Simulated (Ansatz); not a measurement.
Equilibrium lattice constant a of BeSe (model structure, started from the litharge type, P4/nmm, No. 129, 4 atoms in the cell) at several levels of theory

No measured value is used here.

```tsv
level (code)	value (Å)
PBE (Ansatz)	___
PBEsol (Ansatz)	4.578
PBE-D3(BJ) (Ansatz)	4.565
```

What belongs in the gaps?


- PBE (Ansatz, a first-principles code), value (Å): 4.613

Ansatz's density-functional and Hartree–Fock values are scalar-relativistic unless marked +SOC, with PAW data made under PBE.

A model structure was made by putting elements into a prototype or built by hand; it is no filed structure, need not be a known phase, and can be a saddle point held by its symmetry.
